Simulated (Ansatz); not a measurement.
# TiC: response to strain

Start from TiC in the rock salt structure (space group Fm-3m, No. 225; relaxed with 0.1 eV smearing).

```
CELL_PARAMETERS angstrom
      0.00000     2.14668     2.14668
      2.14668     0.00000     2.14668
      2.14668     2.14668     0.00000
ATOMIC_POSITIONS crystal
  Ti 0.00000 0.00000 0.00000
  C  0.50000 0.50000 0.50000
```

Cartesian axes are those of the cell as printed.

Strains are applied to the cell and any free atomic positions relax; under biaxial strain the out-of-plane vector relaxes too.

The values are results of PBEsol/PAW in Ansatz (an electronic-structure program), no spin-orbit coupling, not measurements.

| biaxial strain, plane normal [111], relaxed out of plane (%) | out-of-plane strain (%) |
|---|---|
| 0 | 0.00 |
| 0.42 | -0.26 |
| 0.83 | -0.51 |
| 1.25 | -0.76 |
| 1.67 | -1.02 |
| 2.08 | ? |
| 2.5 | -1.53 |

Fit ε⊥ = −νε + γε² (strains in %) to the rows shown and predict the withheld row.

Least squares on the printed values gives ν = 0.61 (the biaxial Poisson response) and γ = 0.000 (largest residual 0.00 %); this predicts -1.27 %, and the run gives -1.27 %, in agreement.

Stability against distortions was not tested. All final runs are without spin polarisation.
